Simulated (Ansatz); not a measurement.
A self-consistent single point of GaBi (F-43m, 2 atoms in the cell) with Ansatz (a first-principles code)

Computed with LDA (PW92), default PAW files made with PBE (plane waves; Ansatz).

The input file:

Ansatz 0.2 input:
```yaml
crystal:
  lattice:
    - [0.00000000, 3.16675200, 3.16675200]
    - [3.16675200, 0.00000000, 3.16675200]
    - [3.16675200, 3.16675200, 0.00000000]
  atoms:
    - { symbol: Ga, position: [0.25000000, 0.25000000, 0.25000000] }
    - { symbol: Bi, position: [0.00000000, 0.00000000, 0.00000000] }
basis:
  ecutwfc: 420.0
kpoints:
  mp_grid: { grid: [9, 9, 9] }
hamiltonian:
  xc: lda
  pseudopotentials: { kind: paw }
scf:
  occupations: { method: gaussian, width: 0.1 }
output:
  forces: true
  eigenvalues: true
  stress: true
```

Output (repeated stretches shortened):

```
WARN ansatz: RAYON_NUM_THREADS=1 ignored (pool sized by the plan → 1); use --threads N
Pseudopotentials: kind: paw
Pseudopotential: Ga, paw, valence charge 13
Pseudopotential: Bi, paw, valence charge 15
Crystal: 2 atoms, lattice volume = 63.514 Å³
Basis set: ecut = 420 eV, 1243 PW (Γ)
Bands: 18, of which v1, the nominal top of the filled ones, is band 14 counted from 1 (13 counted from 0)
Symmetry: 24 space group operations
Space group: F-43m (ITA 216), of the structure as read, at distance tolerance 4.0e-5 Å
k-points: 35 of 729 (time reversal used)
PAW frozen core: Ga, regenerated for the run's functional, and the local potential with it
PAW frozen core: Bi, regenerated for the run's functional, and the local potential with it
Initial density: superposition of atomic densities (neutral atoms: chi_scale 0, normalization atom), corrected by the library's trained network
Initial wavefunctions: pseudopotential atomic-orbital guess
Eigensolver: davidson
Functional: x = slater, c = lda
SCF iter   1: F=—  HF=-15792.728687 eV  |F-HF|=—  |Δ(HF+E_count)|=         —  Δρ=4.40e-3  dr2=8.25e-3  ethr=1.77e-3  ⟨swp⟩=5.6  Hψ=3170  notcnv=0
all-band conjugate gradients solve this SCF's bands
preconditioner: auto → Kerker (q_TF=auto, 2.380 Å⁻¹)
SCF iter   2: F=—  HF=-15792.727286 eV  |F-HF|=—  |Δ(HF+E_count)|=   1.40e-3  Δρ=2.23e-3  dr2=3.18e-3  ethr=2.94e-5  ⟨swp⟩=2.3  Hψ=1174  notcnv=0
SCF iter   3: F=—  HF=-15792.727133 eV  |F-HF|=—  |Δ(HF+E_count)|=   1.53e-4  Δρ=8.30e-4  dr2=5.71e-4  ethr=1.14e-5  ⟨swp⟩=2.0  Hψ=934  notcnv=0
SCF iter   4: F=—  HF=-15792.726943 eV  |F-HF|=—  |Δ(HF+E_count)|=   1.90e-4  Δρ=3.85e-4  dr2=1.94e-4  ethr=2.04e-6  ⟨swp⟩=2.0  Hψ=816  notcnv=0
SCF iter   5: F=—  HF=-15792.726950 eV  |F-HF|=—  |Δ(HF+E_count)|=   6.39e-6  Δρ=1.00e-4  dr2=1.32e-5  ethr=6.93e-7  ⟨swp⟩=2.4  Hψ=819  notcnv=0
SCF iter   6: F=—  HF=-15792.726959 eV  |F-HF|=—  |Δ(HF+E_count)|=   9.23e-6  Δρ=2.48e-5  dr2=4.88e-7  ethr=4.71e-8  ⟨swp⟩=3.0  Hψ=1042  notcnv=0
SCF iter   7: F=-15792.726959 eV  HF=-15792.726959 eV  |F-HF|=2.78e-9  |Δ(HF+E_count)|=   8.71e-8  Δρ=4.39e-6  dr2=1.41e-8  ethr=3.57e-10  ⟨swp⟩=6.8  Hψ=3099  notcnv=0
SCF 1 converged in 7 iterations: F = -15792.726959 eV  dr2 = 1.41e-8
SCF converged after 7 iterations
Free energy (F): -15792.726959 eV
Harris-Foulkes:  -15792.726959 eV  (|F-HF|=2.78e-9)
Internal energy: -15792.724414 eV  (E = F + TS)
E sigma→0 (E₀):  -15792.725687 eV
Entropy (-TS):   -0.002545 eV (-1.272 meV/atom)
Fermi energy:    7.264974 eV
--- Per-component energies (eV) ---
  E_band       = -212.056404
  E_kinetic    = 419.697987
  E_local      = -3902.630685  (includes V_loc(G=0)·N_el)
  E_nonlocal   = 987.536232
  E_hartree    = 1592.970835
  E_xc         = -218.545426
  E_vxc        = -202.282546  (∫ρ·V_xc dr)
  E_paw        = -12264.415335  (= ΣΔE_a)
  E_vpaw       = -700.321907  (= ΣTr[D̂ρ^β])
  E_aug_tail   = -0.000649  (compensation charges beyond the density's cutoff)
  E_ewald      = -2409.060969
  E_core_change = 1.723595  (= ΣΔE_core)
  E_smearing   = -0.002545  (= −TS)
  E_closure    = 0.000000  (closes the sum)
  Σ components = -15792.726959   (vs F -15792.726959, Δ=0.00e0)
--- Forces (eV/Å), atoms counted from 1 ---
  atom   1  Ga    -0.00000000    -0.00000000    -0.00000000
  atom   2  Bi     0.00000000     0.00000000    -0.00000000
  max |Σ_I F_I| component: 2.54e-17 eV/Å
--- Stress (GPa, compression-positive) ---
       -1.352707      -0.000000      -0.000000
       -0.000000      -1.352707       0.000000
       -0.000000       0.000000      -1.352707
  P = ⅓ Tr σ = -1.3527 GPa (-13.527 kbar)
  The stress holds the Pulay correction. Without it, at fixed plane waves, as pw.x and ABINIT print it: P = -1.3731 GPa
--- Band table (eV; the first three rows and the last of 35) ---
  k-point 0: bands = ["-15.1753", "-15.1753", "-15.1753", "-15.1360", "-15.1360", "-7.7704", "-7.7704", "-7.7704", "-7.7315", "-7.7315", "-4.9455", "5.5112", "7.4675", "7.4675", "7.4675", "10.1358", "10.1358", "10.1358"]
  k-point 1: bands = ["-15.1752", "-15.1744", "-15.1744", "-15.1358", "-15.1358", "-7.7756", "-7.7692", "-7.7692", "-7.7318", "-7.7318", "-4.8415", "4.6574", "7.2673", "7.2673", "7.6760", "10.3984", "10.4011", "10.4011"]
  k-point 2: bands = ["-15.1751", "-15.1723", "-15.1723", "-15.1351", "-15.1351", "-7.7882", "-7.7662", "-7.7662", "-7.7325", "-7.7325", "-4.5506", "3.2245", "6.8784", "6.8784", "7.5055", "10.8743", "10.8743", "11.5379"]
  k-point 34: bands = ["-15.1754", "-15.1693", "-15.1606", "-15.1373", "-15.1305", "-7.8262", "-7.7541", "-7.7525", "-7.7361", "-7.7347", "-3.3208", "0.8754", "4.1718", "4.7322", "10.4275", "10.7410", "11.6204", "12.8027"]
```

The run converged in 7 iterations.

The starting cell comes from a database of computed structures (which also holds hypothetical and non-ambient phases and stackings), without a prior relaxation at this level. Its lattice was rescaled by up to half a per cent. Spin-orbit coupling is off. Ansatz's pressure includes its estimate of the finite-basis (Pulay) stress.
